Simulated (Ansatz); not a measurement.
ZrS2: response to strain

Consider ZrS2 in the CdI2 type structure (space group P-3m1, No. 164; a = 3.5781 Å, c = 5.5401 Å; layered, stacked along the Cartesian z axis). Axes: x lies along a and z along c of the hexagonal cell.

Strains are applied to the cell and any free atomic positions relax; under biaxial strain the out-of-plane vector relaxes too.

The values are results of PBEsol-D3(BJ) (Ansatz, a first-principles code; PAW; 420 eV plane waves; scalar-relativistic without spin-orbit coupling), not measurements.

Notes on the quantities. pressure: mean of the normal stresses, compression positive.

| change | band gap | pressure | smallest direct gap |
|---|---|---|---|
| base | 0.29 eV | 0.00 GPa | 1.22 eV |
| biaxial strain −2.50 %, plane normal [001], relaxed out of plane | 0.07 eV | 3.07 GPa | 0.99 eV |
| biaxial strain −2.00 %, plane normal [001], relaxed out of plane | 0.12 eV | 2.41 GPa | 1.04 eV |
| biaxial strain −1.50 %, plane normal [001], relaxed out of plane | 0.17 eV | 1.78 GPa | 1.09 eV |
| biaxial strain −1.00 %, plane normal [001], relaxed out of plane | 0.21 eV | 1.17 GPa | 1.14 eV |
| biaxial strain −0.50 %, plane normal [001], relaxed out of plane | (withheld) | (withheld) | 1.19 eV |
| biaxial strain +0.50 %, plane normal [001], relaxed out of plane | 0.33 eV | -0.55 GPa | 1.19 eV |
| biaxial strain +1.00 %, plane normal [001], relaxed out of plane | 0.37 eV | -1.08 GPa | 1.16 eV |
| biaxial strain +1.50 %, plane normal [001], relaxed out of plane | 0.41 eV | -1.60 GPa | 1.13 eV |
| biaxial strain +3.00 %, plane normal [001], relaxed out of plane | 0.52 eV | -3.02 GPa | 1.05 eV |

Some entries are withheld; estimate them.


- biaxial strain −0.50 %, plane normal [001], relaxed out of plane, band gap: 0.25 eV
- biaxial strain −0.50 %, plane normal [001], relaxed out of plane, pressure: 0.57 GPa

No phonon test of stability was made. The zero or small gap of ZrS2 can change with the level of theory.
